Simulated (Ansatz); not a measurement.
An Ansatz (a quantum-chemistry and plane-wave program) run: Rb with a change (x(Na) = 0.333, 3 atoms, P-3m1); PBE/PAW in Ansatz, no spin-orbit coupling, earlier PAW set.

Input:

Ansatz 0.2 input:
```yaml
crystal:
  lattice:
    - [7.192350451, 0, 0]
    - [-3.5961752255, 6.2287582035, 0]
    - [0, 0, 4.7356793592]
  atoms:
    - { symbol: Na, position: [0, 0, 0] }
    - { symbol: Rb, position: [0.3333333333, 0.6666666667, 0.6945400065] }
    - { symbol: Rb, position: [0.6666666667, 0.3333333333, 0.3054599935] }
basis: { ecutwfc: 420, ecutrho_ratio: 4, xc_grid: 2, fft_grid_basis: typed }
kpoints: { mp_grid: { grid: [8, 8, 10] } }
hamiltonian:
  xc: pbe
  dispersion: none
  pseudopotentials: { azcp: { folder: ./paw }, kind: paw }
scf: { occupations: { method: fermi_dirac, width: 0.05 }, convergence: { dr2_threshold: 0.0000000003 } }
output: { forces: true, stress: true }
checkpoint: { write: state.ck, write_every: 1000 }
```

Output (explanatory and most iteration lines left out):

```
Pseudopotential: Na, paw, valence charge 9
Pseudopotential: Rb, paw, valence charge 9
Crystal: 3 atoms, lattice volume = 212.156 Å³
Basis set: ecut = 420 eV, 4119 PW (Γ), exchange–correlation on 100×100×64 points (8 copies of the dense FFT grid, shifted against one another)
Bands: 18, of which v1, the nominal top of the filled ones, is band 14 counted from 1 (13 counted from 0)
Symmetry: 12 space group operations
Space group: P-3m1 (ITA 164), of the structure as read, at distance tolerance 6.0e-5 Å
k-points: 80 of 640
Functional: x = pbe(κ = 0.804, μ = 0.2195149727645171), c = pbe(β = 0.06672455060314922)
SCF iter   1: F=—  HF=-8021.056746 eV  |F-HF|=—  |Δ(HF+E_count)|=         —  Δρ=4.77e-3  dr2=8.91e-2  ethr=3.10e-3  ⟨swp⟩=7.5  Hψ=7703  notcnv=0
SCF iter   2: F=—  HF=-8021.042903 eV  |F-HF|=—  |Δ(HF+E_count)|=   1.38e-2  Δρ=2.53e-3  dr2=4.78e-2  ethr=3.30e-4  ⟨swp⟩=2.1  Hψ=2447  notcnv=0
SCF 1 converged in 10 iterations: F = -8021.034170 eV  dr2 = 2.26e-10
SCF converged after 10 iterations
Free energy (F): -8021.034170 eV
Internal energy: -8021.018117 eV  (E = F + TS)
E sigma→0 (E₀):  -8021.026143 eV
Entropy (-TS):   -0.016052 eV (-5.351 meV/atom)
Fermi energy:    1.996695 eV
--- Forces (eV/Å), atoms counted from 1 ---
  atom   1  Na     0.00000000     0.00000000     0.00000000
  atom   2  Rb     0.00000000     0.00000000     0.00126084
  atom   3  Rb     0.00000000    -0.00000000    -0.00126084
--- Stress (GPa, compression-positive) ---
        0.001017       0.000000      -0.000000
        0.000000       0.001017      -0.000000
       -0.000000      -0.000000       0.002946
  P = ⅓ Tr σ = 0.0017 GPa (0.017 kbar)
```

Each cell is one ordered arrangement of few atoms, which overstates ordering effects compared with a random alloy. Stability against distortions was not tested. The cell was made from Rb by this change: x(Na) = 0.333, 3 atoms, P-3m1.
